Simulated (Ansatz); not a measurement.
Take BiP in the zinc blende structure (space group F-43m, No. 216; a = 6.501 Å; a hypothetical phase, not in the database extracts checked) as the base.

(Cell as relaxed with PBE.)

Levels (all Ansatz, a quantum-chemistry and plane-wave program, PAW): PBE (420 eV, no spin-orbit coupling); r2SCAN (500 eV, without spin-orbit coupling).

Each level relaxes its own structure.

| quantity | PBE | r2SCAN |
|---|---|---|
| volume per atom | 34.34 Å³ | 33.79 Å³ |
| lattice parameter a | 6.501 Å | 6.466 Å |
| band gap | zero | zero |

PBE's volume per atom lies 0.55 Å³ above r2SCAN's (1.6 %); PBE's lattice parameter a lies 0.035 Å above r2SCAN's (0.5 %); the two agree on the band gap. Neither level is exact; r2SCAN is the comparison here, not a measurement.

Whether these cells are dynamically stable was not tested. The final runs are not spin-polarised.
